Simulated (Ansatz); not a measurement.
How far PBE and PBEsol part for BaF2, pressure 3 GPa

The parent structure is BaF2 in the fluorite structure (space group Fm-3m, No. 225; a = 6.246 Å).

(Cell as relaxed with PBE.)

Levels (all Ansatz, an electronic-structure program, PAW): PBE (420 eV, no SOC); PBEsol (420 eV, without spin-orbit coupling).

Each level relaxes its own structure.

```
base                      PBE    PBEsol
-------------------  --------  --------
volume per atom      20.31 Å³  19.27 Å³
lattice parameter a   6.246 Å   6.137 Å
band gap              6.73 eV   6.83 eV
```

The change: cell and atoms relaxed at a pressure of 3 GPa.

| quantity | PBE | PBEsol |
|---|---|---|
| shortest interatomic distance | 2.661 Å | 2.619 Å |
| band gap | 6.95 eV | 7.00 eV |
| shift of the gap caused by the change | +0.22 eV | +0.18 eV |

PBE's shortest interatomic distance lies 0.042 Å above PBEsol's (1.6 %); PBE's band gap lies 0.058 eV below PBEsol's; PBE's shift of the gap caused by the change lies 0.04 eV above PBEsol's. Neither level is exact; PBEsol is the comparison here, not a measurement.

Load acts through the strain it causes; cell and atoms are relaxed under it. Whether these cells are dynamically stable was not tested.
